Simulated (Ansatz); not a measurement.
GeSe (model structure, started from the 4H type, P6₃mc, No. 186, 8 atoms in the cell), treated with PBEsol in Ansatz (plane waves, PAW).

Run with plane-wave cutoff 520 eV, 12×12×6 k mesh (along the axes of the cell as run), Fermi–Dirac smearing 0.05 eV, scalar-relativistic PAW data made under PBE.

Cell (relaxed with PBEsol):

```
CELL_PARAMETERS angstrom
      4.71259     0.00000     0.00000
     -2.35630     4.08122     0.00000
      0.00000     0.00000    11.10480
ATOMIC_POSITIONS crystal
  Ge 0.00000 0.00000 0.02338
  Ge 0.00000 0.00000 0.52338
  Ge 0.66667 0.33333 0.77273
  Ge 0.33333 0.66667 0.27273
  Se 0.00000 0.00000 0.78975
  Se 0.00000 0.00000 0.28975
  Se 0.66667 0.33333 0.53977
  Se 0.33333 0.66667 0.03977
```

Question: Estimate the band gap and direct gap at Γ that the calculation returns.

Answer: 
* **band gap**: 0.46 eV (on the SCF k mesh)
* **direct gap at Γ**: 2.37 eV

Note: the relaxation could raise the start's symmetry but not lower it, so the cell can be a saddle point.

Spin–orbit coupling is not included.

Computed values are for the static lattice.

It cost roughly 100 core-seconds of CPU time.

A model structure was made by putting elements into a prototype or built by hand; it is no filed structure, need not be a known phase, and can be a saddle point held by its symmetry.

Ansatz is a quantum-chemistry and plane-wave program.
